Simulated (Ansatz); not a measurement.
Start from a 9-atom supercell of ZrSe$_{2}$ in the CdI2 type structure (space group P-3m1, No. 164; a = 3.735 Å, c = 6.032 Å; layered, stacked along the Cartesian z axis) at its relaxed geometry.

Calculations: PBE-D3(BJ)/PAW in Ansatz (an electronic-structure program), no SOC.

Before the change:

| Quantity | Result |
|---|---|
| Pressure | 0.0 GPa |
| Mean distance from the defect site to its nearest host atoms | 2.68 Å |

It is then changed as follows: one Se atom is replaced by Os, atoms relaxed at fixed cell, starting from a slightly rattled geometry.

Tabulated Pauling electronegativity and covalent radius: Se 2.55, 1.20 Å; Os 2.20, 1.44 Å.

Problem. Estimate the effect on the pressure.

Solution. The pressure goes from zero to -3.4 GPa.

Problem. Predict the new mean distance from the defect site to its nearest host atoms.

Solution. The mean distance from the defect site to its nearest host atoms shrinks by 0.106 Å to 2.58 Å.

Problem. What happens to the largest displacement of a host atom from its site in the perfect cell?

Solution. The largest displacement of a host atom from its site in the perfect cell amounts to 0.21 Å.

In so small a cell the defect repeats every few ångströms: this is an ordered compound, not a dilute defect. The final runs are not spin-polarised. Gaps under 0.05 eV, about the width of the smearing, are given as zero. The defect cell is not spin-polarised.
